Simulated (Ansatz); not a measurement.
Take ZrSi$_{2}$ (space group Cmcm, No. 63; a = 3.705 Å, b = 14.795 Å, c = 3.679 Å) as the base.

Computed with DFT with PBE, PAW potentials and a 420 eV plane-wave cutoff in Ansatz (a first-principles code), no spin-orbit coupling, earlier PAW set.

Before the change:

```
Property    Value
--------  -------
Pressure  0.0 GPa
```

It is then changed as follows: an isotropic linear strain of −2.83 %; the atoms relax in the strained cell.

What does the calculation give for the energy relative to the base after the change?

The energy goes up by 53 meV/atom.

Predict the new largest internal atomic displacement.

The largest internal atomic displacement is 0.017 Å.

What does the calculation give for the pressure after the change?

The pressure (mean of the normal stresses, compression positive) goes from zero to 13.2 GPa.

Stability against distortions was not tested. All final runs are without spin polarisation.
